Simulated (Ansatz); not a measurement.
Start from ZnS in the zinc blende structure (space group F-43m, No. 216; a = 5.3891 Å). Axes: x, y, z lie along the cube axes.

Computed with Ansatz (an electronic-structure program) r2SCAN, spin-orbit coupling left out.

Base values:

- Band gap = 2.70 eV
- Valence-band top at Γ = 0.00, 0.00, 0.00 eV

Modification: tensile biaxial strain of 1.50 % in the plane normal to [001], as in epitaxy on a mismatched substrate; the out-of-plane cell vector and the atoms relax.

Problem. What does the calculation give for the band gap, valence-band top at Γ, energy relative to the base and ratio −ε⊥/ε∥ after the change?

Solution. The band gap drops by 0.13 eV, from 2.70 eV to 2.57 eV; the valence-band top at Γ (three highest levels, from the VBM) goes from 0.00, 0.00, 0.00 eV to 0.00, -0.11, -0.11 eV; the energy goes up by 2.5 meV/atom; the ratio −ε⊥/ε∥ is 1.21.

Gaps are read on the SCF mesh and a high-symmetry path. No phonon test of stability was made.
